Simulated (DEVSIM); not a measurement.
Structure: illuminated Si n-on-p cell, one wavelength, at 400 K.

```
layer (left to right)  material  thickness (μm)  Nd (cm⁻³)  Na (cm⁻³)   τn (s)   τp (s)  absorption coefficient (cm⁻¹)
---------------------  --------  --------------  ---------  ---------  -------  -------  -----------------------------
1                            Si           0.740     8.2e17          -  0.00026   1.1e-5                           5700
2                            Si             140          -     3.1e16  0.00048  0.00048                           5700
```

Left contact: ohmic, minority hole recombination velocity 600 cm/s. Right contact: ohmic, minority electron recombination velocity 50 cm/s. Voltage is applied to the left contact. Recombination: SRH at mid-gap, radiative, Auger. Gap narrowing is on: ΔEg = 6.92 meV × (l + √(l² + 0.5)), l = ln(N/1.3e17 cm⁻³), shared equally by both band edges. Light enters at the left, 2.8e16 photons cm⁻² s⁻¹, one pass, no reflection. Mobility is μmin + (μ − μmin)/(1 + (N/Nref)^α).

Constants are typed, rounded textbook-type inputs, not results; the design itself was drawn at random and stands for no fabricated device. Values at 300 K; Nc and Nv go as T^1.5, mobilities as T to minus their exponent, the gap by Varshni's rule with the affinity fixed.

```csv
parameter,Si
gap (eV),1.124
affinity (eV),4.05
permittivity,11.7
Nc (cm⁻³),2.86e19
Nv (cm⁻³),3.1e19
μn (cm²/Vs),1417
μp (cm²/Vs),470
"μn,min",52
"μp,min",45
"Nref,n",9.7e16
"Nref,p",2.2e17
αn,0.68
αp,0.72
T exponent of μn,2.3
T exponent of μp,2.2
B (cm³/s),4.7e-15
Cn (cm⁶/s),2.8e-31
Cp (cm⁶/s),9.9e-32
Varshni α (eV/K),0.000473
Varshni β (K),636
```

Model (solved in DEVSIM): 1D drift-diffusion, Boltzmann statistics, complete ionisation; no tunnelling, impact ionisation, image-force lowering or self-heating.

The recombination velocity at the right contact was swept, all else fixed.

| recombination velocity at the right contact (cm/s) | dark forward voltage at 100 A/cm² (V) | share of generated pairs collected at short circuit | largest power (mW/cm²) | fill factor |
|---|---|---|---|---|
| 10 | 0.811 | 0.997 | 1.42 | 0.73 |
| 50 | 0.800 | 0.997 | 1.38 | 0.73 |
| 100 | 0.795 | 0.997 | 1.33 | 0.73 |
| 1000 | 0.776 | 0.994 | 1.15 | 0.70 |
| 10000 | 0.771 | 0.991 | 1.06 | 0.69 |
| 1e5 | 0.773 | 0.990 | 1.04 | 0.69 |
| 1e6 | 0.774 | 0.990 | 1.04 | 0.69 |
| 1e7 | 0.774 | 0.990 | 1.04 | 0.69 |

From the first row to the last the dark forward voltage at 100 A/cm² goes from 0.811 to 0.774. From the first row to the last the share of generated pairs collected at short circuit goes from 0.997 to 0.990.
